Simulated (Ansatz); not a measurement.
The reference is CdGeAs2 in the chalcopyrite structure (space group I-42d, No. 122).

```xyz
8
Lattice="-3.0238 3.0238 5.7442 3.0238 -3.0238 5.7442 3.0238 3.0238 -5.7442" Properties=species:S:1:pos:R:3 pbc="T T T"
Cd     0.0000     0.0000     0.0000
Cd     0.0000     3.0238     2.8721
Ge     0.0000     0.0000     5.7442
Ge     3.0238     0.0000     2.8721
As     1.3503     1.5119     7.1802
As     1.5119    -1.3503     4.3081
As     1.6735     1.5119     1.4360
As     1.5119     4.3741    -1.4360
```

Cartesian axes are those of the cell as printed.

Method: plane-wave PAW DFT at the PBE level (Ansatz, a first-principles code, 420 eV), no spin-orbit coupling.

It is then changed as follows: tensile biaxial strain of 2.25 % in the plane normal to [001], as in epitaxy on a mismatched substrate; the out-of-plane cell vector and the atoms relax.

Task: Predict the new out-of-plane strain and energy relative to the base.

Result: The out-of-plane strain is -2.65 %; the energy rises by 5.7 meV/atom.

Whether these cells are dynamically stable was not tested.
